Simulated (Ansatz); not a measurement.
Checking a run of Ansatz (a first-principles code) on K₃Al (I4/mmm, 4 atoms in the cell). The aim is a self-consistent single point with DFT, PBEsol, plane waves, default PAW files made with PBE.

Cell that was meant: a = 6.8744 Å, b = 6.8744 Å, c = 6.8744 Å, α = 130.40°, β = 130.40°, γ = 72.76°.

Part of the input:

Ansatz 0.2 input:
```yaml
    - { symbol: K, position: [0.250000, 0.750000, 0.500000] }
    - { symbol: K, position: [0.500000, 0.500000, 0.000000] }
    - { symbol: Al, position: [0.000000, 0.000000, 0.000000] }
basis:
  ecutrho_ratio: 1
kpoints:
  mp_grid:
    grid: [8, 8, 8]
```

Log, with long lists cut:

```
WARN basis.ecutwfc = 420 eV, the default
WARN basis.ecutrho_ratio = 1 (ecutrho = 420 eV) is below the records' recommended cutoff
   [... lines left out ...]
PAW frozen core: Al, regenerated for the run's functional, and the local potential with it
Initial density: superposition of atomic densities (neutral atoms: chi_scale 0, normalization atom), corrected by the library's trained network
Initial wavefunctions: pseudopotential atomic-orbital guess
Eigensolver: davidson
Functional: x = pbesol(κ = 0.804, μ = 0.12345679012345678), c = pbesol(β = 0.046)
SCF iter   1: F=—  HF=-5071.876677 eV  |F-HF|=—  |Δ(HF+E_count)|=         —  Δρ=2.36e-3  dr2=4.99e-3  ethr=1.77e-3  ⟨swp⟩=6.4  Hψ=6038  notcnv=0
all-band conjugate gradients solve this SCF's bands
preconditioner: auto → Kerker (q_TF=auto, 2.016 Å⁻¹)
SCF iter   2: F=—  HF=-5071.886016 eV  |F-HF|=—  |Δ(HF+E_count)|=   9.34e-3  Δρ=1.48e-3  dr2=2.25e-3  ethr=1.66e-5  ⟨swp⟩=2.1  Hψ=2545  notcnv=0
   [... lines left out ...]
SCF iter   5: F=—  HF=-5071.891078 eV  |F-HF|=—  |Δ(HF+E_count)|=   9.40e-4  Δρ=6.13e-5  dr2=1.48e-5  ethr=1.11e-7  ⟨swp⟩=2.0  Hψ=2170  notcnv=0
SCF iter   6: F=—  HF=-5071.891082 eV  |F-HF|=—  |Δ(HF+E_count)|=   4.12e-6  Δρ=1.73e-5  dr2=8.87e-7  ethr=4.93e-8  ⟨swp⟩=2.0  Hψ=2094  notcnv=0
SCF iter   7: F=-5071.891082 eV  HF=-5071.891082 eV  |F-HF|=3.43e-8  |Δ(HF+E_count)|=   1.03e-7  Δρ=6.11e-6  dr2=8.15e-8  ethr=3.33e-10  ⟨swp⟩=4.2  Hψ=5591  notcnv=0
SCF 1 converged in 7 iterations: F = -5071.891082 eV  dr2 = 8.15e-8
Free energy (F): -5071.891082 eV
Internal energy: -5071.666091 eV  (E = F + TS)
E sigma→0 (E₀):  -5071.778586 eV
Entropy (-TS):   -0.224991 eV (-56.248 meV/atom)
Fermi energy:    3.112140 eV
--- Forces (eV/Å), atoms counted from 1 ---
  atom   1  K      0.00000000     0.00000000     0.00000000
   [... zero for the other atoms too ...]
--- Stress (GPa, compression-positive) ---
        1.740720      -0.000000       0.000000
       -0.000000       1.740720       0.000000
        0.000000       0.000000       1.694763
  P = ⅓ Tr σ = 1.7254 GPa (17.254 kbar)
  The stress holds the Pulay correction, which leaves out the density cutoff's part. Without it, at fixed plane waves, as pw.x and ABINIT print it …
settings of this run that can trade accuracy for cost: basis.ecutrho_ratio < 4. Do not mix this run's numbers with those of runs without the same settings …
```

### Question
Can these results be used? Check the input.

### Answer
The run is not sound. The fault is a density cutoff or grid that is too coarse. The density and potential grid has to resolve products of orbitals and any augmentation charge. To fix it, restore the density cutoff. The run converged in 7 iterations without an error; against the sound input the free energy goes down by 105 meV/atom and the pressure goes from -0.28 to 1.73 GPa. The full log also holds (shortened here): “WARN basis.ecutrho_ratio = 1 (ecutrho = 420 eV) is below the records' recommended cutoff”. At a fixed set of plane waves, without the program's Pulay estimate, the pressure is 1.63 GPa against -0.28 GPa.

An input that runs soundly differs in these lines (not the only fix; some lines may just follow from the change or write a value another way):
```diff
-basis:
-  ecutrho_ratio: 1
```

With that input, the run converged in 7 iterations: free energy E − TS (on the zero of these files) -5071.4711 eV; Fermi level (on the code's own zero) 3.02 eV; pressure -0.28 GPa (DFT, PBEsol, plane waves, default PAW files made with PBE).

On the sound input: the starting cell comes from a database of computed structures (which also holds hypothetical and non-ambient phases and stackings), without a prior relaxation at this level. Its lattice was rescaled by a random factor within 2.5 % of one. Ansatz's pressure includes its estimate of the finite-basis (Pulay) stress.
